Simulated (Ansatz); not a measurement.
## Effect of uniaxial strain ε_zz = +3.00 % on Sc

The reference is Sc in the hcp (Mg type) structure (space group P6_3/mmc, No. 194; a = 3.275 Å, c = 5.105 Å; relaxed with 0.1 eV smearing). Axes: x lies along a and z along c of the hexagonal cell.

One thing is altered: the cell is stretched by 3.00 % along z with no lateral relaxation; the atoms relax in the strained cell.

Method: Ansatz (an electronic-structure program) PBEsol, no spin-orbit coupling. k-mesh 20×20×12 (Γ-centred); smearing 0.1 eV (Fermi–Dirac).

The space group is still P6_3/mmc (No. 194) and the energy increases by 6.6 meV/atom. The pressure (mean of the normal stresses, compression positive) goes from zero to -1.5 GPa and the band gap is still zero. The stress (xx, yy, zz, yz, xz, xy; compression positive) comes out as (-0.8, -0.8, -2.9, 0.0, 0.0, 0.0) GPa.

Stability against distortions was not tested. All final runs are without spin polarisation.
